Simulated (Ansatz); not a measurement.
Consider the following.

```
AlGaN2
1.0
    3.14672     0.00000     0.00000
   -1.57336     2.72514     0.00000
    0.00000     0.00000     5.09643
Al Ga N
1 1 2
Direct
  0.00000   0.00000   0.99953
  0.66667   0.33333   0.49723
  0.66667   0.33333   0.11253
  0.00000   0.00000   0.62710
```

These are PBEsol, rigid bands (plane waves, PAW, scalar-relativistic; Ansatz, a program for electronic structure) values and carry that method's errors. How the cell was made: cell and atoms relaxed with PBEsol.

### Question
What conductivity effective mass do dilute holes have at 300 K?

### Answer
1.37 (x), 1.37 (y), 3.3 (z) mₑ.

### Question
Predict the electron conductivity mass (n e² τ/σ) at 300 K, by direction if it differs.

### Answer
0.24 mₑ.

### Question
And the band gap?

### Answer
2.82 eV at this level; semilocal functionals usually fall short of the measured gap.

Rigid bands, one relaxation time for all states, no polarons. Spin-orbit coupling is left out; where it splits the top of the valence band it changes the hole mass and lowers the gap by about a third of the splitting.

Computed structure, not matched to a measured one here, so possibly hypothetical: GaAlN2 (P3m1).
